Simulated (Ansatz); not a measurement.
We look at the formation energy of Ti3Al (P6₃/mmc) from the elements. Reaction: Al (fcc) + 3 Ti (hcp) → Ti3Al (P6₃/mmc). A negative value means that the right-hand side lies lower. The value is per atom of the solid.

Ti3Al (P6₃/mmc), 8 atoms in the cell; spin state with PBE: run without spin, k-point mesh 10×12×12 on the run's own vectors.
Space group P6₃/mmc (No. 194); a = b = 5.758 Å, c = 4.656 Å, α = β = 90.00°, γ = 120.00°

```csv
atom,site,symmetry,x,y,z
Ti,6h,mm2,0.3394,0.1697,0.2500
Al,2c,-6m2,0.3333,0.6667,0.2500
```

Al (fcc, Fm-3m), 1 atom in the cell, k-point mesh 26×26×26 on the run's own vectors. Conventional cell: a = 4.0410 Å, b = 4.0410 Å, c = 4.0410 Å, α = 90.00°, β = 90.00°, γ = 90.00°.

Ti (hcp, P6₃/mmc), 2 atoms in the cell; spin state with PBE: run without spin, k-point mesh 24×24×14 on the run's own vectors. Conventional cell: a = 2.940 Å, b = 2.940 Å, c = 4.654 Å, α = 90.00°, β = 90.00°, γ = 120.00°.

All numbers come from Ansatz (a quantum-chemistry and plane-wave program), plane waves with PAW, its PAW set soft_1, cutoff 420 eV. The structures are at rest with PBE. Neutral cells; Fermi-Dirac smearing of at most 0.10 eV in the solids, energies taken to zero width. A dispersion term (D3(BJ), or D4 for r2SCAN) was computed beside these levels and is taken off wherever the name lacks it. No zero-point or thermal terms. No structure search was made; lower ones may exist.

**Question.** Predict the value from PBE.

**Answer.** -0.28 eV/atom, for Al (fcc) + 3 Ti (hcp) → Ti3Al (P6₃/mmc).
